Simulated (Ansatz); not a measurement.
HgTe: Te → Cr

Start from HgTe in the zinc blende structure (space group F-43m, No. 216; a = 6.651 Å).

Perturbation: every Te is replaced by Cr, then cell and atoms are relaxed.

The values are results of Ansatz (a quantum-chemistry and plane-wave program) PBE, without spin-orbit coupling, earlier PAW set, not measurements. Settings: 13×13×13 k-points, 0.05 eV Fermi–Dirac smearing, for the changed cell.

- Volume per atom = 30.95 Å³ (base 36.77 Å³)
- Density = 6.78 g/cm³ (base 7.41 g/cm³)
- Lattice parameter a = 6.279 Å (base 6.651 Å)
- Shortest interatomic distance = 2.719 Å (base 2.880 Å)
- Band gap = zero (base zero)
- Magnetic state = ferromagnetic (base not spin-polarised)
- Largest site moment = 3.90 μB (base 0.00 μB)

Other magnetic orders, which the real material may have, were not ruled out. With Hg and Te present, leaving out spin-orbit coupling can change the band edges. Whether these cells are dynamically stable was not tested. As relaxed here, CrHg is a hypothetical phase, not in the database extracts checked. Spin-polarised in the final run: CrHg; the other runs are not. A zero or small gap of HgTe can be the functional's error rather than a property of the material.
